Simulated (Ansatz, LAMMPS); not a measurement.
Si well of 21 atomic layers along [001] in random Si0.7Ge0.3, Ge share that oscillates in the well. Cell 16.67 × 16.67 × 66.03 Å, Si698Ge166, 864 atoms. Prepared with Tersoff's 1989 multicomponent potential (SiCGe.tersoff) run with LAMMPS: minimisation. 

Basis: localised support functions (accuracy medium) on a full density matrix. k-points: zone centre alone; occupations: Fermi-Dirac, 0.010 eV; spin polarisation not allowed. No spin-orbit coupling.

Question: What gap and bonding does PBE, support functions at accuracy medium on the grid of 370 eV (Ansatz, a quantum-chemistry and plane-wave program) give?

Answer: 
Kohn-Sham gap of the cell on its k-mesh: 0.41 eV
weight of the highest filled level on the well: 0.36
weight of the lowest empty level on the well: 0.98
coordination (neighbours within 2.855 Å): 100.0 % 4-fold
Ge-Ge bonds, mean ± spread: 2.471 ± 0.007 Å
Ge-Si bonds, mean ± spread: 2.425 ± 0.007 Å
Si-Si bonds, mean ± spread: 2.382 ± 0.007 Å
bond angles, mean ± spread: 109.5° ± 1.1°
pressure: -0.92 GPa
